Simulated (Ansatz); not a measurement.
The reference is TiAl (space group P4/mmm, No. 123; a = 2.8241 Å, c = 4.0706 Å).

Method: PBE/PAW in Ansatz (a program for electronic structure), spin-orbit coupling left out, earlier PAW set.

For the base:

Volume per atom: 16.23 Å³

It is then changed as follows: cell and atoms relaxed at a pressure of 30 GPa.

### Question
How does this affect the volume per atom?

### Answer
The volume per atom drops by 2.74 Å³ (16.23 Å³ → 13.49 Å³).

Load acts through the strain it causes; cell and atoms are relaxed under it. Whether these cells are dynamically stable was not tested. Competing high-pressure phases were not computed. The final runs are not spin-polarised.
